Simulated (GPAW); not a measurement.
A self-consistent single point of TaOs3 (P1, 4 atoms in the cell) with GPAW.

Method: PBEsol, GPAW PAW datasets PBEsol (made by gpaw-setup) (plane waves; GPAW 25.7.0).

The change in words: atoms moved at random. Reference geometry:
```
TaOs3
1.0
    3.91497     0.00000     0.00000
    0.00000     3.91497     0.00000
    0.00000     0.00000     3.91497
Ta Os
1 3
Direct
  0.00000   0.00000   0.00000
  0.00000   0.50000   0.50000
  0.50000   0.00000   0.50000
  0.50000   0.50000   0.00000
```

Reference input (self-consistent single point, DFT PBEsol, plane waves, GPAW PAW datasets PBEsol (made by gpaw-setup)): mode = pw; ecut = 550 eV; xc = PBEsol; kpts = 7 7 7; mesh shift (steps) = 0 0 0; occupations.name = fermi-dirac; occupations.width = 0.1 eV; nbands = -8; convergence.density = 1e-05 e/electron; symmetry.symmorphic = false; symmetry.tolerance = 0.0005; maxiter = 120. This run's input differs from it in these lines:

```diff
@@ -8,6 +8,6 @@
                     [0.000000, 0.000000, 3.914970]],
-              positions=[[0.000000, 0.000000, 0.000000],
-                         [0.000000, 1.957485, 1.957485],
-                         [1.957485, 0.000000, 1.957485],
-                         [1.957485, 1.957485, 0.000000]],
+              positions=[[0.040559, 0.017112, 0.019042],
+                         [0.004545, 1.980869, 1.895327],
+                         [1.974856, -0.002858, 1.995452],
+                         [1.895010, 1.919846, 0.005144]],
               pbc=True)
```

Log, with long lists cut:

```
     iter     time        total  log10-change:
                         energy   eigst   dens
iter:   1 --:--:--   -48.100688
iter:   2 --:--:--   -48.113208   -0.67  -1.38
iter:   3 --:--:--   -47.441650   -0.95  -1.38
iter:   4 --:--:--   -47.628401   -1.43  -1.96
iter:   5 --:--:--   -47.511740   -2.32  -1.90
iter:   6 --:--:--   -47.517544   -2.53  -2.07
iter:   7 --:--:--   -47.474068   -2.40  -2.15
iter:   8 --:--:--   -47.473864   -2.73  -2.59
iter:   9 --:--:--   -47.472730c  -3.71  -2.84
iter:  10 --:--:--   -47.472929c  -3.96  -2.97
iter:  11 --:--:--   -47.472929c  -3.97  -3.05
iter:  12 --:--:--   -47.472561c  -4.43  -3.20
iter:  13 --:--:--   -47.472561c  -4.69  -3.32
   [... 6 lines left out ...]
iter:  20 --:--:--   -47.472356c  -5.87  -3.70
iter:  21 --:--:--   -47.472347c  -6.13  -3.90
iter:  22 --:--:--   -47.472345c  -5.97  -4.03
iter:  23 --:--:--   -47.472345c  -6.73  -4.39
iter:  24 --:--:--   -47.472345c  -7.50c -4.43
iter:  25 --:--:--   -47.472345c  -6.74  -4.48
iter:  26 --:--:--   -47.472346c  -7.43c -4.63
iter:  27 --:--:--   -47.472347c  -7.69c -5.01c
Converged after 27 iterations.

Dipole moment: (-1.083593, -0.334256, -0.589154) |e|*Ang

Energy contributions relative to reference atoms: (reference = -1830415.319131)

Kinetic:         +9.487684
Potential:      -13.536151
External:        +0.000000
XC:             -42.569045
Entropy (-ST):   -0.127793
Local:           -0.790937
SIC:             +0.000000
--------------------------
Free energy:    -47.536243
Extrapolated:   -47.472347

Showing only first 2 kpts
 Kpt  Band  Eigenvalues  Occupancy
  0    25     16.33625    0.00000
  0    26     16.90485    0.00000
  0    27     17.01766    0.00000
  0    28     17.19598    0.00000

  1    25     15.24901    0.00002
  1    26     15.33171    0.00001
  1    27     15.76310    0.00000
  1    28     16.41598    0.00000

Fermi level: 14.08504

No gap
No difference between direct/indirect transitions
Energy (eV): -47.472347

Forces in eV/Ang:
  0 Ta   -0.69794   -0.27630   -0.33689
  1 Os   -0.26538   -0.16444    0.78830
  2 Os    0.05204   -0.05244   -0.28900
  3 Os    0.91135    0.49318   -0.16240

Stress tensor:
     0.038587    -0.005008     0.004489
    -0.005008     0.036328     0.000038
     0.004489     0.000038     0.039323
Stress (GPa, Voigt): [ 6.1824e+00  5.8205e+00  6.3003e+00  6.1000e-03  7.1920e-01 -8.0240e-01]
```

The run converged in 27 iterations. GPAW prints stress with tension positive. Against the reference run the free energy rises by 22.4 meV/atom, the pressure goes from -7.34 to -6.10 GPa and the largest force goes from 0.000 to 1.049 eV/Å.

The starting cell comes from a database of computed structures (which also holds hypothetical and non-ambient phases and stackings), without a prior relaxation at this level. For this run, on top of that: atoms moved at random. Spin polarisation is off. With a pressure of about -6 GPa the cell is away from its equilibrium volume at this level. Forces in this geometry exceed 1 eV/Å.

Cost on one core of a shared machine: roughly 5 min.
